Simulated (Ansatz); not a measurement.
Model glasses of amorphous Al2O3, 72 to 79 atoms (Al28O42 before any change). Each row is one cell at a composition chosen by hand, melted whole on the CHGNet potential with the anions pushed apart under 1.9 Å, quenched within some picoseconds, far faster than a real film, and relaxed with PBE, scalar-relativistic without spin-orbit coupling (plane waves to 420 eV, PAW; Ansatz, an electronic-structure program). Each is the lower in DFT energy of 2 quenches. Cycles of charging and discharging were tried on the cells ahead of these points, and a cell that came back lower was taken. The column on the box says what of it was relaxed with the atoms; held means as the quench left it. Cells that kept moments or hold spare charge are left out. So are cells far out in the fitted variable, so that no row sets the line alone.

At the relaxed places, the spacing of the highest filled and the lowest empty level was computed at the zone centre with PBE and with HSE06, without spin polarisation. A level counts as spread where PBE shares it among more than a fifth of the atoms; else the element of the atom with the largest weight is named. Formal charges balance in every cell (each cation at its usual highest valence, Cu and Ag at +1, Sb at +3, H at +1, O at −2, N at −3, F and Cl at −1). Exact exchange is cut at the faces of these small cells, which leaves the hybrid a finite-size error. Where a level is localised, the spacing isn't the band gap.

| cell | change | box | highest filled on | lowest empty on | spacing, PBE (eV) | spacing, HSE06 (eV) |
|---|---|---|---|---|---|---|
| Al28O44Ge | +1 Ge, +2 O | shape | O | spread | 3.02 | 4.72 |
| Al28O44Hf | +1 Hf, +2 O | held | O | spread | 3.24 | 4.93 |
| Al28O43Zn | +1 O, +1 Zn | held | O | spread | 3.28 | 4.98 |
| Al28O45H6 | +6 H, +3 O | volume | O | spread | 3.44 | withheld |
| Al28O43K2 | +2 K, +1 O | volume and shape | O | spread | 3.50 | 5.21 |
| Al28O45Y2 | +3 O, +2 Y | held | O | spread | 3.70 | 5.37 |

Question: Fit a straight line of the last column on the one before it through the 5 full rows, and predict the withheld value for Al28O45H6.

Answer: Means: x = 3.348, y = 5.042. Slope = Σ(Δx Δy) / Σ(Δx²) = 0.2629 / 0.2709 = 0.970; intercept = 5.042 − (0.970) × 3.348 = 1.794 eV; r.m.s. residual 0.012 eV. Prediction: 1.794 + (0.970) × 3.44 = 5.13 eV. The run gave 5.13 eV, a miss of 0.00 eV, within the residual.
